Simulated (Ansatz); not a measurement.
**S on the Ru site (hcp Ru host)**

All values below come from PBE, PAW (plane waves to 420 eV; Ansatz, an electronic-structure program). Set-up: 48-site cell; 4×4×4 shifted k-points; start: the Ru site; finite-size errors of tenths of an eV; the relaxation kept the symmetry of the starting site; flagged in the runs: a host that isn't quite at rest in this cell.

Neighbours after relaxation, in Å: of the S atom: Ru 2.67, Ru 2.67, Ru 2.67, Ru 2.67, Ru 2.67, Ru 2.67, Ru 2.75, Ru 2.75 (the shell may go on).

Formation energies E_f are those of the neutral cell. Chemical conditions: impurity bounded by its compound with the host (Δμ(Ru) = 0.00 eV, Δμ(S) = -0.86 eV, bounded by RuS2 (Pa-3); only phases computed here count, gases as isolated molecules at 0 K). Reference phases: Ru: hcp Ru, S: S8 molecule in a box.

```csv
charge,moment (μB),largest move off a lattice site (Å),"E_f, impurity bounded by its compound with the host (eV)"
0,not spin-polarised,0.06,2.86
```

Flagged in the runs: a host that isn't quite at rest in this cell.

All states together cost very roughly 40 core-minutes.
